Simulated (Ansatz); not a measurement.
Consider Be$_{2}$Si (space group Fm-3m, No. 225; a = 5.284 Å; a model cell, its experimental status unchecked; relaxed with 0.1 eV smearing). Axes: x, y, z lie along the cube axes.

(Cell as relaxed with PBE.)

Levels (all Ansatz, an electronic-structure program, PAW): PBE (420 eV, no SOC); PBEsol (420 eV, spin-orbit coupling left out).

Each level relaxes its own structure.

```tsv
base	PBE	PBEsol
volume per atom	12.29 Å³	12.13 Å³
lattice parameter a	5.284 Å	5.260 Å
band gap	zero	zero
```

The change: biaxial strain −0.59 %, plane normal [110], relaxed out of plane (Cartesian); in-plane vectors clamped, the third vector and the atoms free.

```tsv
quantity	PBE	PBEsol
out-of-plane strain	+0.37 %	(withheld)
energy relative to the base (free energy F)	+0.6 meV/atom	(withheld)
```

Q: Predict the PBEsol column.

A: 
- out-of-plane strain, PBEsol: +0.40 %
- energy relative to the base (free energy F), PBEsol: +0.5 meV/atom

PBE's out-of-plane strain lies 0.03 % below PBEsol's. Neither level is exact; PBEsol is the comparison here, not a measurement.

No phonon test of stability was made. All final runs are without spin polarisation.
